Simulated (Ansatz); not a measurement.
The (10-11) surface of hcp Ru in its 1x1 cell, outermost plane spacing 0.34 Å in the ideal cut

Method: r2SCAN, at the PBE geometry (plane waves to 500 eV, PAW; Ansatz, a quantum-chemistry and plane-wave program).

Model: 12-atom slab, 10.7 Å thick at the start, 14x8x1 mesh, Fermi-Dirac 0.1 eV, dipole correction, single point; on the structure that PBE left under its start's symmetry; no spin, no spin-orbit, no U.

| Property | Result |
|---|---|
| surface energy (mean of both faces) | 3.15 J/m^2 |
| work function of the top face | 4.93 eV |
| cost | roughly 7 core-minutes |
